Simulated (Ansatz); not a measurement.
**MgTe: response to strain**

Take MgTe in the wurtzite structure (space group P6_3mc, No. 186; a = 4.509 Å, c = 7.338 Å) as the base. Axes: x lies along a and z along c of the hexagonal cell.

Strains are applied to the cell and any free atomic positions relax.

Level of theory: LDA/PAW in Ansatz (a first-principles code), no spin-orbit coupling.

Notes on the quantities. band gap: an upper bound: an edge found on the path is not a true extremum; the base alone; pressure: mean of the normal stresses, compression positive.

| case | band gap | shortest interatomic distance | pressure |
|---|---|---|---|
| base | 2.43 eV | 2.757 Å | 0.00 GPa |
| uniaxial strain ε_zz = +0.60 % | 2.39 eV | 2.761 Å | -0.23 GPa |
| uniaxial strain ε_zz = +1.20 % | 2.35 eV | 2.766 Å | -0.45 GPa |
| uniaxial strain ε_zz = +1.80 % | 2.30 eV | 2.771 Å | -0.67 GPa |
| uniaxial strain ε_zz = +2.40 % | 2.26 eV | 2.775 Å | -0.88 GPa |
| uniaxial strain ε_zz = +3.00 % | 2.21 eV | [?] | [?] |

What belongs in the blanks?


- uniaxial strain ε_zz = +3.00 %, shortest interatomic distance: 2.780 Å
- uniaxial strain ε_zz = +3.00 %, pressure: -1.09 GPa

Spin-orbit coupling, missing from the scalar runs, can matter with Te. No phonon test of stability was made.
